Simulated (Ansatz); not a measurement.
Consider Sn in the diamond structure (space group Fd-3m, No. 227).

```yaml
crystal:
  lattice:
    - [0.00000, 3.28324, 3.28324]
    - [3.28324, 0.00000, 3.28324]
    - [3.28324, 3.28324, 0.00000]
  atoms:
    - { symbol: Sn, position: [0.00000, 0.00000, 0.00000] }
    - { symbol: Sn, position: [0.25000, 0.25000, 0.25000] }
```

Cartesian axes are those of the cell as printed.

Computed with r2SCAN (Ansatz, an electronic-structure program), spin-orbit coupling left out.

Base values:

```
Property                           Result
-----------------------------  ----------
Pressure                          0.0 GPa
Shortest interatomic distance  5.373 bohr
```

The change: the cell is compressed by 1.50 % along z with no lateral relaxation; the atoms relax in the strained cell.

Task: Predict the new energy relative to the base.

Result: The energy increases by 1.7 meV/atom.

Task: Estimate the effect on the pressure.

Result: The pressure (mean of the normal stresses, compression positive) goes from zero to 0.7 GPa.

Task: Estimate the effect on the shortest interatomic distance.

Result: The shortest interatomic distance decreases by 0.027 bohr (5.373 bohr → 5.346 bohr).

Stability against distortions was not tested.
